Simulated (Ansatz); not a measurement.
Worked example: self-consistent single point of NiO (R3m, 4 atoms in the cell) in Ansatz (a program for electronic structure).

Computed with PBEsol, default PAW files made with PBE (plane waves; Ansatz).

```yaml
crystal:
  lattice:
    - [4.15910, 2.07955, 2.07955]
    - [2.07955, 4.15910, 2.07955]
    - [2.07955, 2.07955, 4.15910]
  atoms:
    - { symbol: Ni, position: [0.00347, 0.00347, 0.00347], spin: 2.0 }
    - { symbol: Ni, position: [0.50000, 0.50000, 0.50000], spin: -2.0 }
    - { symbol: O, position: [0.25000, 0.25000, 0.25000] }
    - { symbol: O, position: [0.75000, 0.75000, 0.75000] }
```
(The spins are starting values, not results.)

Reference input (self-consistent single point, DFT, PBEsol, plane waves, default PAW files made with PBE): basis.ecutwfc = 420 eV; kpoints.mp_grid.grid = 8 8 8; hamiltonian.xc = pbesol; hamiltonian.pseudopotentials = {kind: paw} (the program's default PAW files); magnetization.spin_polarized = true; scf.occupations.method = fermi_dirac; scf.occupations.width = 0.01 eV. This run's input differs from it in these lines:

Ansatz 0.2 input:
```diff
@@ -12,3 +12,3 @@
 basis:
-  ecutwfc: 420.0
+  ecutwfc: 170.0
 kpoints:
```

The program printed (abridged):

```
SCF iter   1: F=—  HF=-12628.818134 eV  |F-HF|=—  |Δ(HF+E_count)|=         —  Δρ=2.82e-1 (↑2.81e-1 ↓2.82e-1)  dr2=2.47e1  dr2_m=1.11e1  M=0.023 μB ∫|m|=0.776 μB  β_m=0.30  ethr=3.10e-3  ⟨swp⟩=4.9  Hψ=14440  notcnv=0
Mixer restart at iter 1: flushing history
all-band conjugate gradients solve this SCF's bands
preconditioner: auto → Kerker (q_TF=auto, 2.863 Å⁻¹)
spin=Collinear: Kerker preconditioning applied to the charge; magnetization (m = ρ↑ − ρ↓) channel mixes plain (no charge-response kernel on spin).
   [... lines left out ...]
SCF iter  12: F=—  HF=-12621.711534 eV  |F-HF|=—  |Δ(HF+E_count)|=   2.92e-9  Δρ=3.73e-6 (↑3.73e-6 ↓3.27e-6)  dr2=2.56e-8  dr2_m=2.65e-11  M=-0.000 μB ∫|m|=0.000 μB  β_m=0.98  ethr=2.83e-10  ⟨swp⟩=2.4  Hψ=5627  notcnv=0  defer=362
SCF iter  13: F=-12621.711534 eV  HF=-12621.711534 eV  |F-HF|=1.10e-8  |Δ(HF+E_count)|=   1.50e-9  Δρ=3.43e-6 (↑3.43e-6 ↓3.34e-6)  dr2=1.32e-8  dr2_m=1.11e-12  M=0.000 μB ∫|m|=0.000 μB  ethr=5.33e-11  ⟨swp⟩=5.2  Hψ=13777  notcnv=0
SCF 1 converged in 13 iterations: F = -12621.711534 eV  dr2 = 1.32e-8
WARN: the starting moments were not kept: the SCF closed with an absolute magnetisation of 9.1e-7 μB, where they sum to 4 μB in size (2 sites) …
Magnetization: 0.0000 μB (24.0000 up, 24.0000 down)
   [... lines left out ...]
Absolute magnetization: 0.0000 μB (∫|ρ↑−ρ↓|, with the PAW one-centre terms)
Free energy (F): -12621.711534 eV
Fermi energy:    14.569202 eV
   [... lines left out ...]
  atom   4  O      0.52592500     0.52592500     0.52592500
--- Stress (GPa, compression-positive) ---
       39.386760      -5.475091      -5.475091
       -5.475091      39.386760      -5.475091
       -5.475091      -5.475091      39.386760
  P = ⅓ Tr σ = 39.3868 GPa (393.868 kbar)
  The stress holds the Pulay correction. Without it, at fixed plane waves, as pw.x and ABINIT print it: P = -1798.1633 GPa
```

The run converged in 13 iterations. Against the reference run the free energy rises by 26.8 eV/atom, the pressure goes from -5.79 to 39.39 GPa, the largest force goes from 0.489 to 2.887 eV/Å and no clean gap remains on the mesh (levels overlap or are partly filled), against 0.74 eV before.

The starting cell has typed, rounded lattice constants, without a prior relaxation at this level. Its lattice was rescaled by up to half a per cent. One atom was moved a little off its site on purpose. The starting moments vanished: the run ended non-magnetic, which need not be the lowest state. The program warned that a starting moment was not kept. Forces in this geometry exceed 1 eV/Å. Ansatz's pressure includes its estimate of the finite-basis (Pulay) stress. Without the estimate this run gives -1798.16 GPa. The cutoff lies below the one recommended for these files.
